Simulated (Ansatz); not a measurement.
Cs₂Se (space group Pnma, No. 62; a cell from a computed database, its experimental status unchecked)

```
Cs2Se
1.0
    8.78183     0.00000     0.00000
    0.00000     5.43809     0.00000
    0.00000     0.00000    10.67482
Cs Se
8 4
Cartesian
  0.23981   1.35952   8.83137
  8.54202   4.07857   1.84345
  4.15111   4.07857   3.49396
  4.63073   1.35952   7.18086
  1.27574   1.35952   4.55648
  7.50609   4.07857   6.11834
  3.11517   4.07857   9.89389
  5.66666   1.35952   0.78093
  2.14873   1.35952   1.20073
  6.63311   4.07857   9.47409
  2.24219   4.07857   6.53814
  6.53964   1.35952   4.13668
```

Method: PBEsol, PAW, 420 eV (Ansatz, an electronic-structure program; no spin-orbit coupling). k-mesh 3×5×3 (Γ-centred); smearing 0.05 eV (Fermi–Dirac).

```json
{
  "volume_per_atom": "42.48 Å³",
  "density": "4.49 g/cm³",
  "band_gap": "1.95 eV, direct at Γ",
  "electron_mass": "0.27 mₑ",
  "hole_mass": "1.9 mₑ along a, 0.92 mₑ along b, 1.5 mₑ along c",
  "Lowest conduction-band minima above the VBM": "Γ 1.95 eV",
  "total_energy": "-5533.017 eV/atom (σ→0; compares only within this code and set-up)"
}
```

Masses are band curvatures over ±0.01 Å⁻¹ around the edge. Stability against distortions was not tested.
